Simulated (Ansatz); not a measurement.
Base system: LuCuSe2 (space group R-3m, No. 166; a = 3.9951 Å, c = 18.4055 Å (hexagonal axes); a hypothetical phase, not in the database extracts checked). Axes: x lies along a and z along c of the hexagonal cell.

Calculations: Kohn–Sham DFT with the PBE functional, run in Ansatz (a program for electronic structure) with PAW and 420 eV plane waves, no spin-orbit coupling.

Strains are applied to the cell and any free atomic positions relax; under stress the whole cell relaxes.

One change was made to it. Results:

The band gap increases by 0.06 eV (1.04 eV → 1.10 eV); the gap character stays indirect, T → F; the energy grows by 2.3 meV/atom.

Q: Name the change that was made.
A) uniaxial strain ε_xx = +1.14 %
B) uniaxial stress, 1 GPa compression along x
C) isotropic strain +0.77 %
D) tensor shear ε_xy = −1.37 %

A: C, isotropic strain +0.77 %. For comparison, the band gap in the other runs: tensor shear ε_xy = −1.37 % gives 0.91 eV; uniaxial stress, 1 GPa compression along x gives 0.78 eV; uniaxial strain ε_xx = +1.14 % gives 1.06 eV.

Beyond what the load breaks, stability against distortions was not tested. The final runs are not spin-polarised. Labels are those of the standard path for the cell's own space group.
